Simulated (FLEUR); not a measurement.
## Worked example: self-consistent single point of Al₂Cu (I4mm, 3 atoms in the cell) in FLEUR

Computed with LDA (Perdew-Zunger), all-electron FLAPW (FLEUR), scalar-relativistic valence in FLEUR.

Input:

Input of the input generator:

```
Al2Cu FLAPW
&input film=f /
-2.0201830000 2.0201830000 2.8368400000
2.0201830000 -2.0201830000 2.8368400000
2.0201830000 2.0201830000 -2.8368400000
1.8897261246
1.0 1.0 1.0

3
13 0.7500000000 0.2500000000 0.5000000000
13 0.2500000000 0.7500000000 0.5000000000
29 0.5088130000 0.5088130000 0.0000000000

&comp jspins=1 /
&exco xctyp='pz' /
&kpt div1=5 div2=5 div3=5 /
&end /
```

```xml
<?xml version="1.0" encoding="UTF-8" standalone="no"?>
<fleurInput fleurInputVersion="0.39">
   <comment>
      Al2Cu FLAPW                                                                                         
   </comment>
   <calculationSetup>
      <cutoffs Kmax="3.9" Gmax="15.6" GmaxXC="15.6" numbands="0"/>
      <scfLoop itmax="80" minDistance="0.00001" maxIterBroyd="15" imix="Anderson" alpha="0.05" precondParam="0.0" spinf="2.0"/>
      <coreElectrons ctail="T" frcor="F" kcrel="0" coretail_lmax="0"/>
      <xcFunctional name="pz" relativisticCorrections="F"/>
      <magnetism jspins="1"/>
      <soc l_soc="F" theta="0.0" phi="0.0" spav="F"/>
      <expertModes spex="0" secvar="F"/>
      <geometryOptimization l_f="T" forcealpha="1.0" forcemix="BFGS" epsdisp="0.00001" epsforce="0.00001"/>
      <ldaU l_linMix="F" mixParam="0.05" spinf="1.0"/>
   </calculationSetup>
   <cell>
      <bzIntegration valenceElectrons="17.0" mode="hist" fermiSmearingEnergy="0.00367493">
         <kPointListSelection listName="default-1"/>
         <!-- k-points included here -->
         <xi:include xmlns:xi="http://www.w3.org/2001/XInclude" href="kpts.xml"> </xi:include>
      </bzIntegration>
      <!-- symmetry operations included here -->
      <xi:include xmlns:xi="http://www.w3.org/2001/XInclude" href="sym.xml"> </xi:include>
      <bulkLattice scale="1.0">
         <bravaisMatrix>
            <row-1>   -3.8175925915728013     3.8175925915728013     5.3608506593102634</row-1>
            <row-2>    3.8175925915728013    -3.8175925915728013     5.3608506593102634</row-2>
            <row-3>    3.8175925915728013     3.8175925915728013    -5.3608506593102634</row-3>
         </bravaisMatrix>
      </bulkLattice>
   </cell>
   <atomSpecies>
      <species name="Aluminum (Al)" element="Al" atomicNumber="13">
         <mtSphere radius="1.69" gridPoints="585" logIncrement="0.019"/>
         <atomicCutoffs lmax="6" lnonsphr="4"/>
         <electronConfig flipSpins="F">
            <coreConfig>(1s1/2) (2s1/2) (2p1/2) (2p3/2)</coreConfig>
            <valenceConfig>(3s1/2) (3p1/2) (3p3/2)</valenceConfig>
            <stateOccupation state="(3p1/2)" spinUp="0.1666666666667" spinDown="0.1666666666667"/>
            <stateOccupation state="(3p3/2)" spinUp="0.3333333333333" spinDown="0.3333333333333"/>
         </electronConfig>
         <energyParameters s="3" p="3" d="3" f="4"/>
      </species>
      <species name="Copper (Cu)" element="Cu" atomicNumber="29">
         <mtSphere radius="2.61" gridPoints="899" logIncrement="0.014"/>
         <atomicCutoffs lmax="10" lnonsphr="8"/>
         <electronConfig flipSpins="F">
            <coreConfig>(1s1/2) (2s1/2) (2p1/2) (2p3/2) (3s1/2) (3p1/2) (3p3/2)</coreConfig>
            <valenceConfig>(4s1/2) (3d3/2) (3d5/2)</valenceConfig>
            <stateOccupation state="(4s1/2)" spinUp="0.5" spinDown="0.5"/>
         </electronConfig>
         <energyParameters s="4" p="4" d="3" f="4"/>
         <lo type="HELO" l="2" n="4" eDeriv="0"/>
      </species>
   </atomSpecies>
   <atomGroups>
      <atomGroup species="Aluminum (Al)">
         <relPos label="                   1">-1.000/4.000 1.000/4.000 1.000/2.000</relPos>
         <relPos label="                   2">1.000/4.000 -1.000/4.000 1.000/2.000</relPos>
         <force calculate="T" relaxXYZ="TTT"/>
      </atomGroup>
      <atomGroup species="Copper (Cu)">
         <relPos label="                   3">-.4911870000 -.4911870000 .0000000000</relPos>
         <force calculate="T" relaxXYZ="TTT"/>
      </atomGroup>
   </atomGroups>
   <output dos="F" band="F" slice="F">
      <checks vchk="F" cdinf="F"/>
      <bandDOS minEnergy="-.5*Htr" maxEnergy="0.5*Htr" sigma="0.015" storeEVData="T"/>
      <vacuumDOS vacdos="F" integ="F" star="F" nstars="0" locx1="0.0" locy1="0.0" locx2="0.0" locy2="0.0" nstm="0" tworkf="0.0"/>
      <unfoldingBand unfoldBand="F" supercellX="1" supercellY="1" supercellZ="1"/>
      <plotting iplot="0" polar="F">
         <plot TwoD="T" vec1="  1.0  0.0  0.0" vec2="  0.0  1.0  0.0" vec3="  0.0  0.0  1.0" zero="  0.0  0.0  0.0" file="plot"/>
      </plotting>
      <chargeDensitySlicing numkpt="0" minEigenval="0.0" maxEigenval="0.0" nnne="0" pallst="F"/>
      <specialOutput eonly="F"/>
      <magneticCircularDichroism mcd="F" energyLo="-10.0" energyUp="0.0"/>
   </output>
  <!-- We include the file relax.xml here to enable relaxations (see documentation) -->
  <xi:include xmlns:xi="http://www.w3.org/2001/XInclude" href="relax.xml"> <xi:fallback/> </xi:include>
</fleurInput>
```

Output, abridged:

```
      Welcome to FLEUR        (www.flapw.de)
      MaX-Release 8.1          (www.max-centre.eu)

 ========== k-point set info ==========
 Selected k-point list: default-1
 k-point list type: mesh
 5 x 5 x 5
 Number of k points: 18

 ------------Calculation Setup---------------------------
           1           2           3           6           9          18
 Number of basis functions:          346
 Iteration:     1   Distance:      38.68607467 me/bohr^3
 Iteration:     2   Distance:      21.77171704 me/bohr^3
 Iteration:     3   Distance:       7.45740245 me/bohr^3
 Iteration:     4   Distance:       7.08897577 me/bohr^3
 Iteration:     5   Distance:       2.09679156 me/bohr^3
 Iteration:     6   Distance:       1.40647599 me/bohr^3
   [... 6 lines left out ...]
 Iteration:    13   Distance:       0.00161928 me/bohr^3
 Iteration:    14   Distance:       0.00025557 me/bohr^3
 Iteration:    15   Distance:       0.00004150 me/bohr^3
 Iteration:    16   Distance:       0.00002702 me/bohr^3
 Iteration:    17   Distance:       0.00000880 me/bohr^3
 Reset of history

 Run finished successfully
 Stop message:
   Structural relaxation: new displacements generated

[file out, last iteration]
             iter=     18
          p o t e n t i a l   g e n e r a t o r
[...]
          integral of pseudo charge density inside the slab=        0.000000   0.000000
     coulomb potential in the interstitial region:
          density-coulomb potential integrals
          total density-coulomb potenti    -3236.3366629070
          density-effective potential integrals for spin  1
          total density-effective poten   -3.3692172482E+03
          charge density-energy density integrals
          total charge density-energy d   -1.0044138868E+02
 Updated energy parameters for spin:           1
  Atom    1 3s branch from -3.44 to  3.38 htr. ; e_l = -0.1831
  Atom    1 3p branch from -2.04 to  3.69 htr. ; e_l = -0.0530
  Atom    1 3d branch from -9.99 to  3.37 htr. ; e_l =  0.1092
  Atom    1 4f branch from -9.99 to  6.70 htr. ; e_l =  0.2713
  Atom    2 4s branch from -3.89 to  0.93 htr. ; e_l =  0.0697
  Atom    2 4p branch from -2.34 to  1.44 htr. ; e_l =  0.2199
  Atom    2 3d branch from -9.99 to  0.16 htr. ; e_l =  0.1160
  Atom    2 4f branch from -9.99 to  2.88 htr. ; e_l =  0.5463
  Atom    2-4d branch from  1.85 to  1.85 htr. ; e_l(l  1.8531
[...]
 fermi energy and band-weighting factors:
at   0.40000   0.60000  -0.40000   k-weight:    0.032000
   14 eigenvalues :
    0.047249    0.053392    0.066769    0.111085    0.111491    0.117378    0.119779    0.152959
    0.208508    0.305861    0.395920    0.530806    0.611011    0.618752
   [... 2 blocks of this kind left out ...]

[...]
FERMIE:
          first approx. to ef    (T=0)  :   0.267164 htr   (energy of the highest occ. eigenvalue)
          number of occ. states  (T=0)  :        148
          first approx. to seigv (T=0)  :   1.861793 htr
          sum of weights of occ. states :   8.512000
          sum of semicore charge        :   0.000000 e
FERHIS:  Fermi-Energy by histogram:
          bandgap                     :   0.000179 htr
          charge neutrality (T=0)     :   0.024000    (zero if the highest occ. eigenvalue is "entirely" occupied)
     EF_NEWTON:  Adjust Fermi-Energy by Newton-Method.
               Number of iterations needed  :   4
               The error in the weight is   : -0.59075E-12
               The error in ef is           :  0.56882E-13 htr
     -->  new fermi energy            :   0.265984 htr
          valence charge              :  17.000000 e
          actual charge blw ef-8kt    :  16.192000 e
          actual charge blw ef+8kt    :  17.000000 e
          number of occ. states       :       157
          sum of the valence weights  :    8.500000
          entropy         :   0.248810 *kb htr/K =   0.00000 htr/K
          sum of val. single particle energies:         1.8557768451 htr
 Direct bandgap for spin            1 :    8.2064615882399772E-002  Htr
 at k-point           10  with k-vector   0.40000000000000002       0.40000000000000002      -0.40000000000000002
          valence density: spin= 1
[...]
     l-like charge
     atom     s        p        d        f        total
 -->  1    0.24807  0.22260  0.02456  0.00124    0.49662
 -->  2    0.80817  0.99707  9.38868  0.01630   11.21334
          total charge for spin  1=   17.000000
          interst. charge =       4.793421
          mt charge=              0.496618   11.213344
          total charge  =   17.000000
          z= 13.     r(1)=  0.256422E-04     dx= 0.019000     m.t.index= 585
               n    l     j    energy       weight
               1.   0.   0.5  -54.8090      2.0000
               2.   0.   0.5   -3.4878      2.0000
               2.   1.   0.5   -2.1090      2.0000
               2.   1.   1.5   -2.0928      4.0000
          atom type    1  (spin 1)
          kinetic energy=  0.239023003141E+03     sum of the eigenvalues= -0.129183055558E+03
          0.04822696  electrons lost from core.
          z= 29.     r(1)=  0.905087E-05     dx= 0.014000     m.t.index= 899
               n    l     j    energy       weight
               1.   0.   0.5 -324.2305      2.0000
               2.   0.   0.5  -38.6729      2.0000
               2.   1.   0.5  -33.8847      2.0000
               2.   1.   1.5  -33.1335      4.0000
               3.   0.   0.5   -3.8908      2.0000
               3.   1.   0.5   -2.4050      2.0000
               3.   1.   1.5   -2.3089      4.0000
          atom type    2  (spin 1)
          kinetic energy=  0.158700550573E+04     sum of the eigenvalues= -0.947937360643E+03
          0.00123233  electrons lost from core.
          total charge for spin  1=   55.000000
          interst. charge =       4.889357
          mt charge=             10.448392   29.213859
          total charge  =   55.000000
          zc=    55.000000     qfix=    1.000000
     t o t a l  e n e r g y
          sum of eigenvalues =             -1204.4476949139
          density-coulomb potential int    -3236.3366629070
          density-effective potential i    -3369.2172482051
          charge density-ex.-corr.energ     -100.4413886837
          el.-nucl. inter. diff. m.t.        567.2793038659
          Madelung term for atom type:       -17.8467580635
          el.-nucl. inter. diff. m.t.       1994.9578240749
          Madelung term for atom type:        -2.4137495709
 ---->    total energy=                    -2136.3378024212 htr
 ---->    (input%tkb*entropy) TS=              0.0009143608 htr
 ---->    free energy=                     -2136.3387167819 htr
      extrapolation for T->0
 ---->    total electron energy=           -2136.3382596016 htr
 ***** TOTAL FORCES ON ATOMS *****
 TOTAL FORCE FOR ATOM TYPE=  1  X=  3.818   Y=  0.000   Z= -2.680
                       FX_TOT= 0.000000 FY_TOT= 0.000000 FZ_TOT= 0.003891
 TOTAL FORCE FOR ATOM TYPE=  2  X=  0.000   Y=  0.000   Z= -5.266
                       FX_TOT= 0.000000 FY_TOT= 0.000000 FZ_TOT=-0.007547
```

The run converged in 17 iterations. FLEUR gives forces in its relaxation mode, with a further iteration, so its stop message speaks of a relaxation.

The starting cell comes from a database of computed structures (which also holds hypothetical and non-ambient phases and stackings), without a prior relaxation at this level. Its lattice was rescaled by up to half a per cent. One atom was moved a little off its site on purpose. Spin polarisation is off. Values depend on the basis (sphere radii, cutoffs, local orbitals), which need not be converged. The log's line on a gap gives a spacing of levels on this mesh, which the program prints for metals too.

Cost on one core of a shared machine: roughly 40 s.
